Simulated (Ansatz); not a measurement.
Slab thickness and the (100) surface of rock-salt MgO: the same face, mesh and vacuum, all atoms relaxed.

Calculation: PBE (plane waves to 420 eV, PAW; Ansatz, a program for electronic structure).

| atoms | thickness (Å) | γ (J/m²) | ionisation potential, top face (eV) | rough cost |
|---|---|---|---|---|
| 6 | 4.3 | (withheld) | (withheld) | around 13 core-seconds (rough) |
| 8 | 6.4 | 0.88 | (withheld) | very roughly 18 core-seconds |
| 10 | 8.6 | 0.88 | 5.20 | about 25 core-seconds (a rough figure) |
| 12 | 10.7 | 0.88 | 5.20 | very roughly 100 core-seconds |
| 14 | 12.8 | 0.88 | 5.22 | around 40 core-seconds (rough) |
| 16 | 14.9 | 0.88 | 5.20 | about 40 core-seconds (a rough figure) |
| 20 | 19.2 | 0.88 | 5.20 | around 70 core-seconds (rough) |

Problem. Fill in the missing entries.

Solution. 
- 6, γ (J/m²): 0.89
- 6, ionisation potential, top face (eV): 5.26
- 8, ionisation potential, top face (eV): 5.19
